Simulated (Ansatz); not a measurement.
Polar-o HfO2 (model structure) was calculated with HSE06 (plane waves, PAW; Ansatz, an electronic-structure program).

Run with plane-wave cutoff 500 eV, 4×4×4 k mesh, gaussian smearing 0.02 eV, scalar-relativistic PAW data made under PBE.

Cell (relaxed with r²SCAN):

HfO2 has the orthorhombic space group Pca2₁ (No. 29), Pearson symbol oP12. Cell: a = 5.2466 Å, b = 5.0301 Å, c = 5.0597 Å, α = β = γ = 90.00°. Hf on 4a is surrounded by 7 O at 2.032–2.244 Å. O1 on 4a has 1 Hf at 2.032 Å and 2 Hf at 2.136–2.141 Å (trigonal planar). O2 on 4a has 4 Hf at 2.117–2.244 Å. (Neighbours: up to the widest gap in distance over summed covalent radii, below 1.35, at either atom; cation-cation and far metal-metal contacts left out.)

### Question
Predict the band gap.

### Answer

- band gap = 6.13 eV (on the SCF k mesh)

Note: the relaxation could raise the start's symmetry but not lower it, so the cell can be a saddle point; cell and atoms aren't relaxed at this level (largest force component 0.05 eV/Å).

Spin–orbit coupling is not included.

Static lattice: no zero-point or thermal effects.

A model structure was made by putting elements into a prototype or built by hand; it is no filed structure, need not be a known phase, and can be a saddle point held by its symmetry.
